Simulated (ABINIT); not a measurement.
A self-consistent single point of GaFe₃ (Pm-3m, 4 atoms in the cell) with ABINIT.

Level of theory: LDA (PW92), PAW (JTH v2.0 LDA PAW) (plane waves; ABINIT).

The change in words: lattice scaled by 0.98. Reference geometry:
```yaml
crystal:
  lattice:
    - [3.63803, 0.00000, 0.00000]
    - [0.00000, 3.63803, 0.00000]
    - [0.00000, 0.00000, 3.63803]
  atoms:
    - { symbol: Ga, position: [0.00000, 0.00000, 0.00000] }
    - { symbol: Fe, position: [0.00000, 0.50000, 0.50000], spin: 4.0 }
    - { symbol: Fe, position: [0.50000, 0.00000, 0.50000], spin: 4.0 }
    - { symbol: Fe, position: [0.50000, 0.50000, 0.00000], spin: 4.0 }
```
(The spins are starting values, not results.)

Reference input (self-consistent single point, DFT, LDA (PW92), plane waves, PAW (JTH v2.0 LDA PAW)): pseudos = [Ga.LDA_PW-JTH.xml, Fe.LDA_PW-JTH.xml]; ecut = 30 Ha; pawecutdg = 60 Ha; pawxcdev = 0; ixc = 7; nsppol = 2; occopt = 7; tsmear = 0.272 eV; ngkpt = 6 6 6; nshiftk = 1; shiftk = 0 0 0; potentials = JTH v2.0 LDA PAW. This run's input differs from it in these lines:

```diff
@@ -5,5 +5,5 @@
 rprim
-         3.6380300000    0.0000000000    0.0000000000
-         0.0000000000    3.6380300000    0.0000000000
-         0.0000000000    0.0000000000    3.6380300000
+         3.5652690000    0.0000000000    0.0000000000
+         0.0000000000    3.5652690000    0.0000000000
+         0.0000000000    0.0000000000    3.5652690000
 natom 4
```

Output, abridged:

```
--- !BeginCycle
solver: {iscf: 17, nstep: 60, nline: 4, wfoptalg: 10, }
tolerances: {tolvrs: 1.00E-10, }
...

     iter   Etot(hartree)     deltaE(h) residm    nres2    magn
 ETOT  1  -452.74530340890    -4.53E+02 4.54E+00 1.57E+03 3.403
 ETOT  2  -459.58369321351    -6.84E+00 3.22E-01 5.75E+03 1.977
 ETOT  3  -453.23403229690     6.35E+00 2.64E+00 1.56E+02 5.005
 ETOT  4  -452.99756613553     2.36E-01 1.23E-01 1.31E+01 5.701
 ETOT  5  -453.01494761059    -1.74E-02 1.13E-01 1.48E+01 6.206
   [... 10 lines left out ...]
 ETOT 16  -453.00583326763     1.78E-11 2.69E-04 2.80E-08 6.382
 ETOT 17  -453.00583326765    -2.05E-11 1.84E-04 4.23E-10 6.382
 ETOT 18  -453.00583326765    -9.66E-13 3.43E-04 2.23E-10 6.382
 ETOT 19  -453.00583326765    -6.82E-13 2.21E-04 3.56E-11 6.382
 At SCF step   19       nres2   =  3.56E-11 < tolvrs=  1.00E-10 =>converged.

 Cartesian components of stress tensor (hartree/bohr^3)
  sigma(1 1)=  1.45397644E-04  sigma(3 2)=  0.00000000E+00
  sigma(2 2)=  1.45397644E-04  sigma(3 1)=  0.00000000E+00
  sigma(3 3)=  1.45397644E-04  sigma(2 1)=  0.00000000E+00

 Integrated electronic and magnetization densities in atomic spheres:
 Radius=ratsph(iatom), smearing ratsm=  0.0000. Diff(up-dn)=approximate z local magnetic moment.
 Atom    Radius    up_density   dn_density  Total(up+dn)  Diff(up-dn)
    1   2.10359     5.589180     5.648600     11.237780    -0.059419
    2   2.11532     8.308749     6.176713     14.485461     2.132036
    3   2.11532     8.308749     6.176713     14.485461     2.132036
    4   2.11532     8.308749     6.176713     14.485461     2.132036
   [... lines left out ...]
 Total magnetization (from the atomic spheres):             6.336689
 Total magnetization (exact up - dn):                       6.382488
 Fermi (or HOMO) energy (hartree) =   0.35658   Average Vxc (hartree)=  -0.46878
 Fermi (or HOMO) energy (eV) =   9.70316   Average Vxc (eV)= -12.75625
   [... lines left out ...]
'-kT*entropy'       : -4.22579055773152E-03
total_energy        : -4.53005831699514E+02
total_energy_eV     : -1.23269155771940E+04
...

-Cartesian components of stress tensor (GPa)         [Pressure= -4.2777E+00 GPa]
- sigma(1 1)=  4.27774565E+00  sigma(3 2)=  0.00000000E+00
- sigma(2 2)=  4.27774565E+00  sigma(3 1)=  0.00000000E+00
- sigma(3 3)=  4.27774565E+00  sigma(2 1)=  0.00000000E+00

 Calculation completed.
```

The run converged in 19 iterations. Against the reference run the free energy drops by 40.1 meV/atom, the pressure goes from -14.09 to -4.28 GPa and the size of the net moment goes from 1.68 to 1.60 μB/atom.

The starting cell comes from a database of computed structures (which also holds hypothetical and non-ambient phases and stackings), without a prior relaxation at this level. For this run, on top of that: lattice scaled by 0.98. The magnetic order is the one reached from the typed start; others were not searched systematically. With a pressure of about -4 GPa the cell is away from its equilibrium volume at this level.

Cost on one core of a shared machine: roughly 2 min.
